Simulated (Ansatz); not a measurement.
In a free linear chain of Pt atoms, spin-degenerate bands cross the Fermi level 4 times between Γ and the zone edge.

The numbers are results of PBE (plane waves to 420 eV, PAW; Ansatz, an electronic-structure program), not measurements. Mesh 1×1×64. Collinear spin, started with parallel moments, which vanish. It repeats along c; a and b span vacuum. A hypothetical model. Symmetry and one short period hold its shape; lower forms weren't sought. Pairing along the axis, which can open a gap, is among the distortions not tried. Values not marked SOC lack spin–orbit coupling.

Problem. What are the conductance and the two-terminal resistance of a perfect, endless piece?

Solution. Each crossing on the half of the zone with k > 0 has a partner at −k, so it gives one mode in each direction. Counting spin there are 8 modes, each carrying e²/h = 38.74 μS. G = 8 × 38.74 = 309.9 μS and R = 1/G = 3.23 kΩ, whatever the length. Scattering by phonons, roughness and contacts can only raise R.
